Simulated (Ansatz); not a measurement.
Worked example: self-consistent single point of CaNiGeH (P4/nmm, 8 atoms in the cell) in Ansatz (an electronic-structure program).

Computed with LDA (PW92), default PAW files made with PBE (plane waves; Ansatz).

```xyz
8
Lattice="4.0163 0.0000 0.0000 0.0000 4.0163 0.0000 0.0000 0.0000 7.8003" Properties=species:S:1:pos:R:3 pbc="T T T"
Ca     0.0000     2.0081     6.6191
Ca     2.0081     0.0000     1.1812
Ni     0.0000     0.0000     3.9001
Ni     2.0081     2.0081     3.9001
Ge     0.0000     2.0081     2.6754
Ge     2.0081     0.0000     5.1248
H      0.0000     0.0000     0.0000
H      2.0081     2.0081     0.0000
```

Reference input (self-consistent single point, DFT, LDA (PW92), plane waves, default PAW files made with PBE): kpoints.mp_grid.grid = 6 6 3; hamiltonian.xc = lda; hamiltonian.pseudopotentials = {kind: paw} (the program's default PAW files); scf.occupations.method = fermi_dirac; scf.occupations.width = 0.05 eV. This run's input differs from it in these lines:

Ansatz 0.2 input:
```diff
@@ -20,3 +20,3 @@
 scf:
-  occupations: { method: fermi_dirac, width: 0.05 }
+  occupations: { method: methfessel_paxton, width: 0.05 }
 output:
```

The program printed (abridged):

```
SCF iter   1: F=—  HF=-23559.163596 eV  |F-HF|=—  |Δ(HF+E_count)|=         —  Δρ=1.26e-2  dr2=1.17e-1  ethr=1.77e-3  ⟨swp⟩=9.6  Hψ=4521  notcnv=0  defer=16
all-band conjugate gradients solve this SCF's bands
preconditioner: auto → Kerker (q_TF=auto, 2.561 Å⁻¹)
SCF iter   2: F=—  HF=-23559.142139 eV  |F-HF|=—  |Δ(HF+E_count)|=   2.15e-2  S|Δr|=    0.00e0  Δρ=5.24e-3  dr2=2.88e-2  ethr=1.37e-4  ⟨swp⟩=2.6  Hψ=1601  notcnv=0  defer=64
   [... lines left out ...]
SCF iter   7: F=—  HF=-23559.134178 eV  |F-HF|=—  |Δ(HF+E_count)|=   1.26e-5  S|Δr|=    0.00e0  Δρ=3.36e-5  dr2=4.31e-6  ethr=3.55e-8  ⟨swp⟩=1.9  Hψ=1083  notcnv=0  defer=64
SCF iter   8: F=—  HF=-23559.134177 eV  |F-HF|=—  |Δ(HF+E_count)|=   7.32e-7  S|Δr|=    0.00e0  Δρ=2.00e-5  dr2=8.67e-7  ethr=5.02e-9  ⟨swp⟩=2.0  Hψ=1245  notcnv=0  defer=64
SCF iter   9: F=-23559.134177 eV  HF=-23559.134177 eV  |F-HF|=4.37e-8  |Δ(HF+E_count)|=   1.09e-7  S|Δr|=    0.00e0  Δρ=7.58e-6  dr2=9.68e-8  ethr=1.16e-10  ⟨swp⟩=9.1  Hψ=4717  notcnv=0
SCF 1 converged in 9 iterations: F = -23559.134177 eV  dr2 = 9.68e-8
Stability not checked (fill_not_monotonic)
Free energy (F): -23559.134177 eV
Internal energy: -23559.131237 eV  (E = F + TS)
E sigma→0 (E₀):  -23559.133442 eV
Entropy (-TS):   -0.002940 eV (-0.368 meV/atom)
Fermi energy:    9.291799 eV
--- Forces (eV/Å), atoms counted from 1 ---
  atom   1  Ca    -0.00000000     0.00000000    -0.08216288
  atom   2  Ca     0.00000000     0.00000000     0.08216288
  atom   3  Ni    -0.00000000     0.00000000    -0.00000000
  atom   4  Ni    -0.00000000     0.00000000     0.00000000
   [... lines left out ...]
  atom   8  H     -0.00000000     0.00000000     0.00000000
--- Stress (GPa, compression-positive) ---
       -7.567928       0.000000      -0.000000
        0.000000      -7.567928       0.000000
       -0.000000       0.000000      -6.121072
  P = ⅓ Tr σ = -7.0856 GPa (-70.856 kbar)
  The stress holds the Pulay correction. Without it, at fixed plane waves, as pw.x and ABINIT print it: P = -7.1415 GPa
```

The run converged in 9 iterations. Against the reference run the free energy goes up by 3.6 meV/atom, the pressure moves little (-7.14 to -7.09 GPa) and the largest force goes from 0.502 to 0.482 eV/Å.

The starting cell comes from a database of computed structures (which also holds hypothetical and non-ambient phases and stackings), without a prior relaxation at this level. Spin polarisation is off. With a pressure of about -7 GPa the cell is away from its equilibrium volume at this level. Ansatz's pressure includes its estimate of the finite-basis (Pulay) stress.
